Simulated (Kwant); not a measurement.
Kwant, one-band effective-mass tight-binding model in one dimension, coherent, no space charge.

System: In0.53Ga0.47As/InP stack with 2 barriers. One parabolic valley. Leads of mass 0.041 mₑ with the band edge at 0; grid 0.1 nm; bias 0 V, dropping linearly over the stack.

| layer | thickness (nm) | band offset (eV) | mass (mₑ) |
|---|---|---|---|
| 1 | 2.2 | 0.25 | 0.08 |
| 2 | 9.8 | 0 | 0.041 |
| 3 | 2.2 | 0.25 | 0.08 |

The device is made up for the run: typed textbook-type constants, with dimensions and the other settings drawn at random.

Sweep values stay those of the base run.

One input was changed, with this effect: transmission at E = 0.1873 eV 0.46 → 0.40; transmission at E = 0.3750 eV 0.55 → 0.79; mean transmission over the sweep 0.19 → 0.27; transmission at E = 0.09352 eV 0.025 → 0.057.

Problem. Which change was it?
(A) thickness of the first barrier 2.2 → 1.8 nm
(B) mass in the first barrier 0.08 → 0.1 mₑ
(C) height of the first barrier 0.25 → 0.15 eV

Solution. C, height of the first barrier 0.25 → 0.15 eV
